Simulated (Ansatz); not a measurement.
**BaO in the rock salt structure (space group Fm-3m, No. 225)**

```cif
data_Ba4O4
_chemical_formula_sum 'Ba4 O4'
_space_group_name_H-M_alt 'Fm-3m'
_space_group_IT_number 225
_space_group_name_Hall '-F 4 2 3'
_cell_length_a 5.48986
_cell_length_b 5.48986
_cell_length_c 5.48986
_cell_angle_alpha 90.000
_cell_angle_beta 90.000
_cell_angle_gamma 90.000
loop_
_atom_site_label
_atom_site_type_symbol
_atom_site_symmetry_multiplicity
_atom_site_Wyckoff_symbol
_atom_site_fract_x
_atom_site_fract_y
_atom_site_fract_z
_atom_site_occupancy
Ba1 Ba 4 a 0.00000 0.00000 0.00000 1
O1 O 4 b 0.50000 0.50000 0.50000 1
```
(The calculation used a cell of 2 atoms; values per cell refer to that cell.)

The values are results of PBEsol/PAW in Ansatz (a program for electronic structure), no spin-orbit coupling, not measurements. Settings: 10×10×10 k-points, 0.05 eV Fermi–Dirac smearing.

The volume per atom is 20.68 Å³ and the density comes out as 6.16 g/cm³. The band gap is 1.84 eV, direct at X and the electron mass comes out as 1.2 mₑ along k, 0.38 mₑ across. The lowest conduction-band minima above the VBM is X along ⟨100⟩ 1.84 eV and the total energy is -3213.044 eV/atom (σ→0; compares only within this code and set-up).

Effective masses come from finite differences of ±0.01 Å⁻¹. Along k means along the line from Γ to the band edge. Stability against distortions was not tested.
